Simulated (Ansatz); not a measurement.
Base system: LaN in the zinc blende structure (space group F-43m, No. 216; a = 5.546 Å; a hypothetical phase, not in the database extracts checked). Axes: x, y, z lie along the cube axes.

The change: biaxial strain −2.90 %, plane normal [001], relaxed out of plane (Cartesian); in-plane vectors clamped, the third vector and the atoms free.

Levels (all Ansatz, a first-principles code, PAW): PBEsol (420 eV, without spin-orbit coupling); r2SCAN (500 eV, no spin-orbit coupling); HSE06 (420 eV, spin-orbit coupling left out).

One geometry, relaxed with PBEsol, under each level:

| level | band gap | lowest conduction level above the VBM at special points | electron mass | pressure |
|---|---|---|---|---|
| PBEsol | 1.03 eV | Γ 1.03 eV; S 1.97 eV; S₀ 1.97 eV; M 1.99 eV | 0.41 mₑ out of plane, 0.38 mₑ in plane (at Γ) | 1.25 GPa |
| r2SCAN | 1.49 eV | Γ 1.49 eV; S 2.32 eV; S₀ 2.32 eV; M 2.32 eV | 0.43 mₑ out of plane, 0.40 mₑ in plane (at Γ) | 4.35 GPa |
| HSE06 | 2.16 eV | Γ 2.16 eV; S 2.95 eV; S₀ 2.95 eV | – | – |

Single points use the geometry relaxed with PBEsol. Their cutoffs differ, which shifts pressures a little. HSE06 was sampled on its mesh, a few special points and the semilocal edge points, so its gap is an upper bound. Effective masses come from finite differences of ±0.01 Å⁻¹. Stability against distortions was not tested. Labels are those of the standard path for the cell's own space group.
